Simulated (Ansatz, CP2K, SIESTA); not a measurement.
## One structure in several programs: Ba2N (P1, 3 atoms in the cell)

Self-consistent single point, at a second geometry (atoms moved at random). First geometry:

```
Ba2N
1.0
    2.05983     1.18924     7.81543
   -2.05983     1.18924     7.81543
    0.00000    -2.37848     7.81543
Ba N
2 1
Cartesian
  0.00000   0.00000  17.16103
  0.00000   0.00000   6.28524
  0.00000   0.00000   0.00000
```

Second geometry:
```yaml
crystal:
  lattice:
    - [2.05983, 1.18924, 7.81543]
    - [-2.05983, 1.18924, 7.81543]
    - [0.00000, -2.37848, 7.81543]
  atoms:
    - { symbol: Ba, position: [0.73134, 0.73322, 0.72131] }
    - { symbol: Ba, position: [0.26628, 0.26657, 0.27586] }
    - { symbol: N, position: [0.00237, 0.00021, 0.00283] }
```

Shared settings, as Ansatz (a first-principles code) writes them: kpoints.mp_grid.grid = 8 8 8; scf.occupations.method = fermi_dirac; scf.occupations.width = 0.0037 Ry. Potentials and cutoffs stand in the table.

```csv
code,model,ΔF from the first geometry (meV/atom),pressure (GPa),largest force (eV/Å),cutoff
CP2K,"LDA (Pade form), GPW, DZVP-MOLOPT-SR-GTH basis, GTH-PADE potentials (GTH_POTENTIALS)",-5.1,-2.47,0.281,grid 500 Ry
SIESTA,"LDA PW92, numerical atomic orbitals DZP, PseudoDojo LDA standard norm-conserving potentials (rewritten from UPF to PSML)",31.6,2.99,1.142,grid 350 Ry
Ansatz,"LDA (PW92), PAW files made with PBE",-16.8,-3.79,0.432,default
```

Size of the force on each atom (eV/Å): Sizes of forces hide their directions.

```
code      Ba1    Ba2     N3
------  -----  -----  -----
CP2K    0.177  0.115  0.281
SIESTA  1.142  0.835  0.307
Ansatz  0.204  0.432  0.232
```

The spread over the programs that give each value: ΔF from the first geometry within 48.4 meV/atom; pressure within 6.78 GPa; largest force within 0.861 eV/Å.

CP2K and SIESTA use small atom-centred bases, whose incompleteness enters pressures, forces and empty levels differently from a plane-wave cutoff. Ansatz's pressure is given at a fixed set of plane waves, as the other plane-wave codes print theirs; with its correction for the finite basis it is -3.71 GPa.

The starting cell comes from a database of computed structures (which also holds hypothetical and non-ambient phases and stackings), without a prior relaxation at this level. Its lattice was rescaled by a random factor within 2.5 % of one. For this run, on top of that: atoms moved at random.

Keys are those of Ansatz 0.2.
